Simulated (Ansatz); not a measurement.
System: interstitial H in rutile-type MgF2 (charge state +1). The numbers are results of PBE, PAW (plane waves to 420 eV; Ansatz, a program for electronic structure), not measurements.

72-site cell at the relaxed PBE lattice, the Γ point alone, smearing 0.01 eV, spin-restricted, no finite-size correction. Static, classical nuclei. The charge state is imposed; whether it is stable for some Fermi level was not computed. Sites that were not tried may lie lower. The start lies 0.17 eV above the lowest site run (PBE).

Barriers: single points on a 2×2×2 k-point mesh shifted by half a step at the bands' geometries.

The step: several atoms move together, H the farthest; the atom moves 1.27 Å along (0.07, 0.23, 0.20) of the unit cell; the moving atom starts with neighbours F at 1.13, F at 1.21; Mg at 2.15 Å and ends with F at 1.09, F at 1.26; Mg at 2.05 Å.

**Question.** Give the migration barrier of this step at the level PBE, PAW.

**Answer.** 0.44 eV forward and 0.029 eV backward. At the saddle the moving atom has neighbours F at 1.01, F at 1.55, F at 1.96; Mg at 2.12 Å. The saddle point's order was not checked.
